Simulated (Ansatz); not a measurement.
Response to strain in ZrSi2

Take ZrSi₂ (space group Cmcm, No. 63) as the base.

```
CELL_PARAMETERS angstrom
      1.85222    -7.39608     0.00000
      1.85222     7.39608     0.00000
      0.00000     0.00000     3.67894
ATOMIC_POSITIONS crystal
  Si 0.94684 0.05316 0.75000
  Si 0.05316 0.94684 0.25000
  Si 0.24979 0.75021 0.75000
  Si 0.75021 0.24979 0.25000
  Zr 0.60537 0.39463 0.75000
  Zr 0.39463 0.60537 0.25000
```

Cartesian axes are those of the cell as printed.

Strains are applied to the cell and any free atomic positions relax; under biaxial strain the out-of-plane vector relaxes too.

Levels (all Ansatz, an electronic-structure program, PAW): PBE (420 eV, no SOC); r2SCAN (500 eV, without spin-orbit coupling); PBE+SOC (420 eV, with spin-orbit coupling).

Pressures by level, all at the geometries relaxed with PBE:

| case | PBE | r2SCAN | PBE+SOC |
|---|---|---|---|
| base | 0.0 GPa | -0.7 GPa | 0.0 GPa |
| biaxial strain +1.21 %, plane normal [001], relaxed out of plane | -1.9 GPa | -2.6 GPa | -1.9 GPa |
| isotropic strain −3.06 % | 14.5 GPa | 14.0 GPa | 14.5 GPa |
| uniaxial strain ε_yy = −4.77 % | 5.8 GPa | 5.1 GPa | 5.8 GPa |

Single points use the geometry relaxed with PBE. Their cutoffs differ, which shifts pressures a little. The spin-orbit shifts are approximate. Without a gap, meshes like the base's 13×13×13 leave anisotropic stresses uncertain by several tenths of a GPa, and small strain energies with them. No phonon test of stability was made. The runs without spin-orbit coupling are not spin-polarised.
